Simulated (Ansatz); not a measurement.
The starting structures come from a database of crystals and need not be the phases stable at ambient conditions.

 Where the default PAW files enter, the runs use the earlier of Ansatz's two default sets.

Tunnelling through a barrier is set by its complex band structure: the current falls as exp(−2κd) with the smallest κ.

Given:

```
CELL_PARAMETERS angstrom
      3.93022     0.00000     0.00000
     -1.96511     6.51678     0.00000
      1.96511     0.59257     3.25114
ATOMIC_POSITIONS crystal
  Ga 0.99511 0.99267 0.00244
  Ga 0.00499 0.50748 0.49751
  P  0.25005 0.87507 0.37498
  As 0.24986 0.37479 0.87507
```

Space group of this cell: Cm. The cell is strained (lengths along the current scaled by 0.97, ions clamped); by r2SCAN its mean pressure is 2.7 GPa.

Transport runs along the normal of the first two printed cell vectors.

The gap is the functional's own. No spin-orbit coupling. Mid-gap values are interpolated on the energy grid.

State the band gap and the smallest decay constant κ at mid-gap according to Ansatz (a first-principles code) with r2SCAN.

Gap 1.35 eV on a 10×10×10 mesh; κ = 0.097 1/Å, at the zone centre.
